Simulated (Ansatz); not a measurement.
**Rh2Ge, pressure series**

The parent structure is Rh2Ge (space group Pnma, No. 62; a = 5.4914 Å, b = 4.0106 Å, c = 7.5779 Å).

Cell and atoms are relaxed at each pressure.

Method: Ansatz (a first-principles code), r2SCAN, PAW, cutoff 500 eV, scalar-relativistic without spin-orbit coupling, earlier PAW set.

Notes on the quantities. enthalpy: H = E + PV relative to the base's energy.

```csv
change,enthalpy,shortest interatomic distance
base,–,2.469 Å
pressure 3 GPa,+0.26 eV/atom,2.463 Å
pressure 7 GPa,+0.60 eV/atom,2.456 Å
pressure 15 GPa,+1.26 eV/atom,[?]
pressure 30 GPa,+2.46 eV/atom,2.419 Å
```

Problem. Complete the table.

Solution. 
- pressure 15 GPa, shortest interatomic distance: 2.442 Å

Load acts through the strain it causes; cell and atoms are relaxed under it. Whether these cells are dynamically stable was not tested. Competing high-pressure phases were not computed. All final runs are without spin polarisation.
